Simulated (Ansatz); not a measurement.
Start from Y in the hcp (Mg type) structure (space group P6_3/mmc, No. 194; a = 3.5943 Å, c = 5.6099 Å; relaxed with 0.1 eV smearing). Axes: x lies along a and z along c of the hexagonal cell.

All numbers come from DFT with PBEsol, PAW potentials and a 420 eV plane-wave cutoff in Ansatz (a quantum-chemistry and plane-wave program), scalar-relativistic without spin-orbit coupling.

Base values:

The pressure is 0.0 GPa.

Now apply this change: compressive biaxial strain of 3.00 % in the plane normal to [001], as in epitaxy on a mismatched substrate; the out-of-plane cell vector and the atoms relax.

Q: What happens to the pressure and out-of-plane strain?

A: The pressure (mean of the normal stresses, compression positive) goes from zero to 1.8 GPa; the out-of-plane strain comes out as +1.82 %.

Whether these cells are dynamically stable was not tested. The final runs are not spin-polarised.
